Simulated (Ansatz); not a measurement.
## WS2: response to strain

Take WS2 (space group P6_3/mmc, No. 194; a = 3.154 Å, c = 12.141 Å; layered, stacked along the Cartesian z axis) as the base. Axes: x lies along a and z along c of the hexagonal cell.

Strains are applied to the cell and any free atomic positions relax.

Level of theory: PBE-D3(BJ) in Ansatz (plane waves to 420 eV, PAW, scalar-relativistic without spin-orbit coupling).

Notes on the quantities. pressure: mean of the normal stresses, compression positive.

```json
[
 {"change": "base", "pressure": "0.00 GPa", "shortest interatomic distance": "4.549 bohr", "largest internal atomic displacement": "–", "band gap": "0.88 eV", "smallest direct gap": "1.83 eV"},
 {"change": "uniaxial strain ε_zz = +0.60 %", "pressure": "-0.17 GPa", "shortest interatomic distance": "4.550 bohr", "largest internal atomic displacement": "–", "band gap": "0.92 eV", "smallest direct gap": "1.84 eV"},
 {"change": "uniaxial strain ε_zz = +1.20 %", "pressure": "-0.30 GPa", "shortest interatomic distance": "4.551 bohr", "largest internal atomic displacement": "0.017 Å", "band gap": "0.95 eV", "smallest direct gap": "1.84 eV"},
 {"change": "uniaxial strain ε_zz = +1.80 %", "pressure": "-0.41 GPa", "shortest interatomic distance": "4.552 bohr", "largest internal atomic displacement": "0.026 Å", "band gap": "0.98 eV", "smallest direct gap": "1.85 eV"},
 {"change": "uniaxial strain ε_zz = +2.40 %", "pressure": "-0.55 GPa", "shortest interatomic distance": "4.553 bohr", "largest internal atomic displacement": "0.035 Å", "band gap": "1.01 eV", "smallest direct gap": "1.86 eV"},
 {"change": "uniaxial strain ε_zz = +3.00 %", "pressure": "-0.64 GPa", "shortest interatomic distance": "4.554 bohr", "largest internal atomic displacement": "0.044 Å", "band gap": "1.05 eV", "smallest direct gap": "1.86 eV"}
]
```

With W present, leaving out spin-orbit coupling can change the band edges. No phonon test of stability was made.

Ansatz is a program for electronic structure.
